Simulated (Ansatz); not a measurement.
ZrO2: Zr → Hf

Consider ZrO2 (space group P4_2/nmc, No. 137; a = 3.621 Å, c = 5.284 Å).

It is then changed as follows: full substitution Zr → Hf; the structure is relaxed again.

The values are results of PBE in Ansatz (plane waves to 420 eV, PAW, no spin-orbit coupling), earlier PAW set, not measurements. Settings: 9×9×6 k-points, 0.05 eV Fermi–Dirac smearing.

```json
{
 "density": "10.22 g/cm³ (base 5.91 g/cm³)",
 "lattice_parameter_a": "3.605 Å (base 3.621 Å)",
 "c/a ratio": "1.461 (base 1.459)",
 "space_group": "P4_2/nmc (No. 137) (base P4_2/nmc (No. 137))",
 "shortest_interatomic_distance": "2.070 Å (base 2.077 Å)",
 "band_gap": "4.67 eV (base 4.04 eV)",
 "gap_character": "indirect, Z → Γ (base indirect, k = (0.222, 0.222, 0) in the run's primitive reciprocal basis → Γ)",
 "smallest_direct_gap": "4.73 eV (base 4.14 eV)",
 "width_of_the_top_valence_band": "0.94 eV (base 0.87 eV)",
 "electron_mass": "1.0 mₑ along c, 0.88 mₑ across (at Γ) (base 2.3 mₑ along c, 0.61 mₑ across (at Γ))"
}
```

Final structure:

```
CELL_PARAMETERS angstrom
      3.60482     0.00000     0.00000
      0.00000     3.60482     0.00000
      0.00000     0.00000     5.26527
ATOMIC_POSITIONS crystal
  Hf 0.00000 0.00000 0.00000
  Hf 0.50000 0.50000 0.50000
  O  0.00000 0.50000 0.19321
  O  0.00000 0.50000 0.69321
  O  0.50000 0.00000 0.30679
  O  0.50000 0.00000 0.80679
```

Cost of the whole job for the changed cell (relaxation, final SCF and bands): about 100 core-seconds (a rough figure).

With Hf present, leaving out spin-orbit coupling can change the band edges. Masses are band curvatures over ±0.01 Å⁻¹ around the edge. Whether these cells are dynamically stable was not tested. This is not the structure that HfO2 has at room temperature and ambient pressure. This is not the structure that ZrO2 has at room temperature and ambient pressure.

Ansatz is an electronic-structure program.
